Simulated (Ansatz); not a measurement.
An Ansatz (an electronic-structure program) run: ScAl3C3 with a change (pressure 0.7 GPa); PBEsol (Ansatz; PAW; 420 eV plane waves; scalar-relativistic without spin-orbit coupling).

Input:

Ansatz 0.2 input:
```yaml
crystal:
  lattice:
    - [3.3411277618, 0, 0]
    - [-1.6705638809, 2.893501519, 0]
    - [0, 0, 16.6243011586]
  atoms:
    - { symbol: Sc, position: [0, 0, 0.5] }
    - { symbol: Sc, position: [0, 0, 0] }
    - { symbol: Al, position: [0.6666666667, 0.3333333333, 0.87133375] }
    - { symbol: Al, position: [0.3333333333, 0.6666666667, 0.37133375] }
    - { symbol: Al, position: [0.3333333333, 0.6666666667, 0.12866625] }
    - { symbol: Al, position: [0.6666666667, 0.3333333333, 0.62866625] }
    - { symbol: Al, position: [0.6666666667, 0.3333333333, 0.25] }
    - { symbol: Al, position: [0.3333333333, 0.6666666667, 0.75] }
    - { symbol: C, position: [0.6666666667, 0.3333333333, 0.75] }
    - { symbol: C, position: [0.3333333333, 0.6666666667, 0.25] }
    - { symbol: C, position: [0.3333333333, 0.6666666667, 0.9141522275] }
    - { symbol: C, position: [0.6666666667, 0.3333333333, 0.4141522275] }
    - { symbol: C, position: [0.3333333333, 0.6666666667, 0.5858477725] }
    - { symbol: C, position: [0.6666666667, 0.3333333333, 0.0858477725] }
basis: { ecutwfc: 420, ecutrho_ratio: 4, xc_grid: 2, fft_grid_basis: typed }
kpoints: { mp_grid: { grid: [9, 9, 2] } }
hamiltonian:
  xc: pbesol
  dispersion: none
  pseudopotentials: { kind: paw }
scf: { occupations: { method: fermi_dirac, width: 0.05 } }
relax: { f_tol: 0.01, max_steps: 60, cell: { stress_tol: 0.02, p_target: 0.7 } }
output: { forces: true, stress: true }
checkpoint: { write: state.ck, write_every: 1000 }
```

Output (explanatory and most iteration lines left out):

```
Relaxation: its limit of steps is 60 (relax.max_steps)
Pseudopotential: Sc, paw, valence charge 11
Pseudopotential: Al, paw, valence charge 3
Pseudopotential: C, paw, valence charge 4
Crystal: 14 atoms, lattice volume = 160.716 Å³
Basis set: ecut = 420 eV, 3187 PW (Γ), exchange–correlation on 48×48×240 points (8 copies of the dense FFT grid, shifted against one another)
Bands: 46, of which v1, the nominal top of the filled ones, is band 32 counted from 1 (31 counted from 0)
Symmetry: 24 space group operations
Space group: P63/mmc (ITA 194), of the structure as read, at distance tolerance 5.4e-5 Å
k-points: 24 of 162
Functional: x = pbesol(κ = 0.804, μ = 0.12345679012345678), c = pbesol(β = 0.046)
SCF iter   1: F=—  HF=-8855.406485 eV  |F-HF|=—  |Δ(HF+E_count)|=         —  Δρ=6.98e-3  dr2=1.11e-1  ethr=1.77e-3  ⟨swp⟩=6.0  Hψ=5007  notcnv=0  defer=25
SCF iter   2: F=—  HF=-8855.381618 eV  |F-HF|=—  |Δ(HF+E_count)|=   2.49e-2  Δρ=2.59e-3  dr2=1.63e-2  ethr=1.73e-4  ⟨swp⟩=3.0  Hψ=1940  notcnv=0  defer=149
SCF 1 converged in 6 iterations: F = -8855.378137 eV  dr2 = 4.75e-8
relax step   1: F+E_penalty+E_count = -8855.37813667 eV  Δ(F+E_penalty+E_count) = +0.000e0 eV  max|allowed force component| = 7.087e-4 eV/Å  Δτ_max = 0.0000 Å  P = +0.296 GPa  Ω = 160.716 Å³  (6 SCF iters, dr2 threshold 1.00e-7 eV, accepted)
[... steps on the carried basis left out ...]
relax step   5: F+E_penalty+E_count = -8855.37696902 eV  Δ(F+E_penalty+E_count) = +5.349e-4 eV  max|allowed force component| = 1.088e-3 eV/Å  Δτ_max = 0.0000 Å  P = +0.695 GPa  Ω = 160.349 Å³  stress off target by 1.81e-2 GPa  SCF on the basis re-selected at this cell (its energy is not comparable with the rows above)  (8 SCF iters)
SCF converged after 8 iterations
Free energy (F): -8855.376969 eV
Internal energy: -8855.373720 eV  (E = F + TS)
E sigma→0 (E₀):  -8855.375344 eV
Entropy (-TS):   -0.003249 eV (-0.232 meV/atom)
Fermi energy:    9.984735 eV
--- Forces (eV/Å), atoms counted from 1 ---
  atom   1  Sc     0.00000000    -0.00000000    -0.00000000
  atom   2  Sc     0.00000000     0.00000000     0.00000000
  atom   3  Al     0.00000000     0.00000000    -0.00108762
  atom   4  Al    -0.00000000    -0.00000000    -0.00108762
  atom   5  Al    -0.00000000    -0.00000000     0.00108762
  atom   6  Al     0.00000000     0.00000000     0.00108762
  atom   7  Al     0.00000000     0.00000000    -0.00000000
  atom   8  Al     0.00000000    -0.00000000     0.00000000
  atom   9  C      0.00000000    -0.00000000     0.00000000
  atom  10  C      0.00000000     0.00000000    -0.00000000
  atom  11  C      0.00000000    -0.00000000    -0.00047547
  atom  12  C      0.00000000     0.00000000    -0.00047547
  atom  13  C      0.00000000    -0.00000000     0.00047547
  atom  14  C     -0.00000000     0.00000000     0.00047547
--- Stress (GPa, compression-positive) ---
        0.701856       0.000000       0.000000
        0.000000       0.701856       0.000000
        0.000000       0.000000       0.681879
  P = ⅓ Tr σ = 0.6952 GPa (6.952 kbar)
--- Relaxed structure (4 steps of the walk, 4 accepted, 1 SCFs on fresh bases) ---
  cell:  # Å, volume = 160.3486 Å³
    - [3.338868867179665, 0.0, -7.890216338098562e-35]
    - [-1.6694344335898326, 2.8915452588825614, -9.294076924363212e-35]
    - [0.0, -7.606431123045962e-34, 16.608709166825435]
  atoms:
    - { symbol: Sc, position: [-1.1184352158234135e-34, 3.5706950948425086e-35, 0.49999999999999994] }
    - { symbol: Sc, position: [-2.4520454386242768e-34, 5.720045540281688e-35, -1.6304477435501616e-21] }
    - { symbol: Al, position: [0.6666666666666666, 0.3333333333333333, 0.8713343532639237] }
    - { symbol: Al, position: [0.3333333333333333, 0.6666666666666666, 0.3713343532639239] }
    - { symbol: Al, position: [0.3333333333333333, 0.6666666666666666, 0.12866564673607608] }
    - { symbol: Al, position: [0.6666666666666666, 0.3333333333333333, 0.6286656467360762] }
    - { symbol: Al, position: [0.6666666666666666, 0.3333333333333333, 0.24999999999999997] }
    - { symbol: Al, position: [0.3333333333333333, 0.6666666666666666, 0.7499999999999998] }
    - { symbol: C, position: [0.6666666666666666, 0.3333333333333333, 0.7499999999999998] }
    - { symbol: C, position: [0.3333333333333333, 0.6666666666666666, 0.24999999999999997] }
    - { symbol: C, position: [0.3333333333333333, 0.6666666666666666, 0.914155856387612] }
    - { symbol: C, position: [0.6666666666666666, 0.3333333333333333, 0.41415585638761204] }
    - { symbol: C, position: [0.3333333333333333, 0.6666666666666666, 0.5858441436123879] }
    - { symbol: C, position: [0.6666666666666666, 0.3333333333333333, 0.08584414361238794] }
```

A case with no gap was solved on a k-mesh chosen for an insulator, which is coarse for it. Load acts through the strain it causes; cell and atoms are relaxed under it. No phonon test of stability was made. The final runs are not spin-polarised. The cell was made from ScAl3C3 (space group P6_3/mmc, No. 194) by this change: pressure 0.7 GPa.
